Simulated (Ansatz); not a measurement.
Band structure of HfNi3 (P6_3/mmc, 8 atoms in the cell).

```
HfNi3
1.0
    5.28320     0.00000     0.00000
   -2.64160     4.57539     0.00000
    0.00000     0.00000     4.30447
Hf Ni
2 6
Direct
  0.33333   0.66667   0.75000
  0.66667   0.33333   0.25000
  0.15718   0.31435   0.25000
  0.84283   0.68565   0.75000
  0.84283   0.15718   0.75000
  0.15718   0.84283   0.25000
  0.68565   0.84283   0.25000
  0.31435   0.15718   0.75000
```

Method of the run: PBEsol, PAW files made with PBE (plane waves; Ansatz, a first-principles code).

Settings: basis.ecutwfc = 420 eV; kpoints.mp_grid.grid = 5 5 6; hamiltonian.xc = pbesol; hamiltonian.pseudopotentials = {kind: paw} (the program's default PAW files); scf.occupations.method = fermi_dirac; scf.occupations.width = 0.1 eV; kpoints.band_path.npoints = 8.

The starting cell comes from a database of computed structures (which also holds hypothetical and non-ambient phases and stackings), without a prior relaxation at this level. Its lattice was rescaled by a random factor within 2.5 % of one. Spin-orbit coupling is off. Spin polarisation is off.

Levels in eV from the Fermi level, bands 77 to 84:
| point | 77 | 78 | 79 | 80 | 81 | 82 | 83 | 84 |
|---|---|---|---|---|---|---|---|---|
| Γ | -0.49 | -0.41 | -0.38 | 0.22 | 0.84 | 0.84 | 1.12 | 1.12 |
| M | -1.13 | -0.63 | -0.58 | -0.47 | 0.90 | 1.06 | 1.23 | 1.47 |
| K | -0.92 | -0.92 | -0.52 | -0.49 | 0.71 | 0.71 | 1.34 | 2.14 |
| A | -0.44 | -0.44 | 0.99 | 0.99 | 1.08 | 1.08 | 1.08 | 1.08 |
| L | -0.88 | -0.88 | -0.51 | -0.51 | 0.24 | 0.24 | 0.75 | 0.75 |
| H | -1.02 | -1.02 | -0.52 | -0.52 | -0.02 | -0.02 | 1.28 | 1.28 |

Bands cross the Fermi level along this path, so the cell is metallic at this level.

Keys are those of Ansatz 0.2.
